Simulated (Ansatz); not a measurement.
The parent structure is RbBr in the rock salt structure (space group Fm-3m, No. 225; a = 6.8433 Å). Axes: x, y, z lie along the cube axes.

All numbers come from Ansatz (a first-principles code) PBEsol, spin-orbit coupling left out.

Perturbation: biaxial strain +1.67 %, plane normal [111], relaxed out of plane (Cartesian); in-plane vectors clamped, the third vector and the atoms free.

Problem. How does this affect the hole mass and ratio −ε⊥/ε∥?

Solution. The hole mass amounts to 0.71 mₑ out of plane, 2.4 mₑ in plane (at Γ); the ratio −ε⊥/ε∥ amounts to 1.17.

The levels and masses belong to the bands next to the band gap. Effective masses come from finite differences of ±0.01 Å⁻¹. Stability against distortions was not tested.
